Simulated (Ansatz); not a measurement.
Start from SnSe in the GeS type structure (space group Pnma, No. 62; a = 11.536 Å, b = 4.121 Å, c = 4.578 Å; layered, stacked along the Cartesian x axis). Axes: x, y, z lie along a, b, c of the conventional cell.

Computed with r2SCAN+rVV10 (Ansatz, a first-principles code; PAW; 500 eV plane waves; no SOC).

For the base:

- Band gap: 0.89 eV
- Gap character: indirect, k = (0, 0, 0.429) in the run's primitive reciprocal basis → Y–Γ (33 % along)

Now apply this change: the cell is stretched by 5.99 % along x with no lateral relaxation, atoms relaxed at fixed cell.

Task: How does this affect the stress?

Result: The stress (xx, yy, zz, yz, xz, xy; compression positive) is (-2.14, -0.37, -0.55, 0.00, 0.00, 0.00) GPa.

Task: Estimate the effect on the energy relative to the base.

Result: The energy increases by 13 meV/atom.

Task: What does the calculation give for the band gap after the change?

Result: The band gap falls by 0.12 eV (0.89 eV → 0.77 eV).

Task: Predict the new gap character.

Result: The gap character goes from indirect, k = (0, 0, 0.429) in the run's primitive reciprocal basis → Y–Γ (33 % along) to indirect, k = (0, 0, 0.429) in the run's primitive reciprocal basis → Γ.

The cells carry an imposed strain or load. No phonon test of stability was made.
